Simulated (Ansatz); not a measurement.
Band structure of CsPbBr3 (Pm-3m, 5 atoms in the cell).

```xyz
5
Lattice="6.0926 0.0000 0.0000 0.0000 6.0926 0.0000 0.0000 0.0000 6.0926" Properties=species:S:1:pos:R:3 pbc="T T T"
Cs     0.0000     0.0000     0.0000
Pb     3.0463     3.0463     3.0463
Br     3.0463     3.0463     0.0000
Br     0.0000     3.0463     3.0463
Br     3.0463     0.0000     3.0463
```

Method: PBE (plane waves, PAW; Ansatz, an electronic-structure program).

Settings: kpoints.mp_grid.grid = 5 5 5; hamiltonian.xc = pbe; hamiltonian.pseudopotentials = {kind: paw} (the program's default PAW files); scf.occupations.method = fixed; kpoints.band_path.npoints = 8.

The starting cell comes from a database of computed structures (which also holds hypothetical and non-ambient phases and stackings), without a prior relaxation at this level. Its lattice was rescaled by a random factor within 2.5 % of one. Spin-orbit coupling is off.

Question: Predict the gap along the standard path and the places of the band edges.

Answer: The gap along the path is 1.92 eV, direct at R to within 0.01 eV.

Levels in eV from the top of the valence band on the path, bands 19 to 26:
```csv
point,19,20,21,22,23,24,25,26
Γ,-1.46,-1.39,-1.39,-1.39,3.47,4.74,4.74,5.46
X,-1.56,-1.46,-1.46,-1.07,2.76,4.82,5.26,5.26
M,-1.64,-1.64,-1.08,-0.53,2.37,2.37,4.91,5.60
R,-1.07,-1.07,-1.07,0.00,1.92,1.92,1.92,4.96
```

Keys are those of Ansatz 0.2.
